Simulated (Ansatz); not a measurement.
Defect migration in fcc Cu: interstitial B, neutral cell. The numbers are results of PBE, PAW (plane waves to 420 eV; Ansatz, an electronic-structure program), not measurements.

Settings: 32 host sites, the relaxed PBE lattice, a 2×2×2 k-point mesh shifted by half a step, smearing 0.10 eV, spin-restricted, no image-charge correction. Energies are static. Sites that were not tried may lie lower.

Barriers: single points on a 4×4×4 k-point mesh shifted by half a step at the bands' geometries (they differ from the bands' own by up to 0.18 eV, and are uncertain by about as much).

Relaxed starting cell (atoms counted from 1):

```xyz
33
Lattice="7.2600 0.0000 0.0000 0.0000 7.2600 0.0000 0.0000 0.0000 7.2600" Properties=species:S:1:pos:R:3 pbc="T T T"
Cu    -0.0098    -0.0143     0.0021
Cu    -0.0102    -0.0147     3.6434
Cu    -0.0099     3.6268     0.0020
Cu    -0.0103     3.6272     3.6435
Cu     3.6312    -0.0143     0.0021
Cu     3.6315    -0.0147     3.6434
Cu     3.6312     3.6268     0.0020
Cu     3.6316     3.6271     3.6435
Cu    -0.1637     1.8063     1.8230
Cu    -0.0455     1.8062     5.4524
Cu    -0.0455     5.4361     1.8227
Cu    -0.0131     5.4363     5.4529
Cu     3.7851     1.8063     1.8230
Cu     3.6668     1.8062     5.4523
Cu     3.6669     5.4361     1.8227
Cu     3.6344     5.4363     5.4529
Cu     1.8107    -0.1684     1.8230
Cu     1.8107    -0.0500     5.4523
Cu     1.8107     3.7803     1.8230
Cu     1.8107     3.6624     5.4523
Cu     5.4407    -0.0500     1.8227
Cu     5.4407    -0.0175     5.4529
Cu     5.4407     3.6625     1.8227
Cu     5.4406     3.6300     5.4529
Cu     1.8107     1.8063    -0.1525
Cu     1.8106     1.8063     3.7961
Cu     1.8107     5.4361    -0.0335
Cu     1.8107     5.4361     3.6790
Cu     5.4407     1.8062    -0.0335
Cu     5.4407     1.8062     3.6790
Cu     5.4407     5.4363    -0.0009
Cu     5.4407     5.4363     3.6466
B      1.8107     1.8059     1.8215
```

End state 1 differs by these moves (Å; atoms that move under 0.08 Å are left out):

```json
[
 {"atom": "1", "element": "Cu", "Δx": "-0.15", "Δy": "0.01", "Δz": "0.01"},
 {"atom": "5", "element": "Cu", "Δx": "0.15", "Δy": "0.01", "Δz": "0.01"},
 {"atom": "9", "element": "Cu", "Δx": "0.15", "Δy": "0.01", "Δz": "0.01"},
 {"atom": "13", "element": "Cu", "Δx": "-0.15", "Δy": "0.01", "Δz": "0.01"},
 {"atom": "17", "element": "Cu", "Δx": "0.00", "Δy": "0.17", "Δz": "0.17"},
 {"atom": "18", "element": "Cu", "Δx": "0.00", "Δy": "0.05", "Δz": "-0.15"},
 {"atom": "19", "element": "Cu", "Δx": "0.00", "Δy": "-0.15", "Δz": "0.05"},
 {"atom": "25", "element": "Cu", "Δx": "0.00", "Δy": "0.17", "Δz": "0.17"},
 {"atom": "26", "element": "Cu", "Δx": "0.00", "Δy": "0.05", "Δz": "-0.15"},
 {"atom": "27", "element": "Cu", "Δx": "0.00", "Δy": "-0.15", "Δz": "0.05"},
 {"atom": "33", "element": "B", "Δx": "0.00", "Δy": "-1.81", "Δz": "-1.81"}
]
```

### Question
Give the forward and backward barriers to end state 1 at the level PBE, PAW.

### Answer
forward 1.19 eV, backward 1.19 eV; at the saddle point atom 33 has neighbours 2 Cu at 1.83, 4 Cu at 2.12 Å. The program found a first-order saddle point.
